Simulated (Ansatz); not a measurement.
Base system: CeO2 in the fluorite structure (space group Fm-3m, No. 225).

```xyz
3
Lattice="0.0000 2.7322 2.7322 2.7322 0.0000 2.7322 2.7322 2.7322 0.0000" Properties=species:S:1:pos:R:3 pbc="T T T"
Ce     0.0000     0.0000     0.0000
O      1.3661     1.3661     1.3661
O      4.0984     4.0984     4.0984
```

Cartesian axes are those of the cell as printed.

Computed with PBE (Ansatz, a quantum-chemistry and plane-wave program; PAW; 420 eV plane waves; no spin-orbit coupling), earlier PAW set.

One thing is altered: an isotropic linear strain of −1.96 %, atoms relaxed at fixed cell.

### Question
Predict the stress tensor and what it implies for the stiffness.

### Answer
Stress of the strained cell less that of the base (GPa, compression positive):
```
  11.76    0.00    0.00
   0.00   11.76    0.00
   0.00    0.00   11.76
```

Then B = −ΔP/(ΔV/V₀) with ΔV/V₀ = -0.0577 gives secant stiffness values (nonlinear terms included at this strain): B ≈ 204 GPa.

As a check, the harmonic strain energy −½ V₀ Δσ:ε is 29 meV/atom; the computed energy rise is 27 meV/atom.

No phonon test of stability was made. Seeded moments were not kept for the base. All final runs are without spin polarisation.
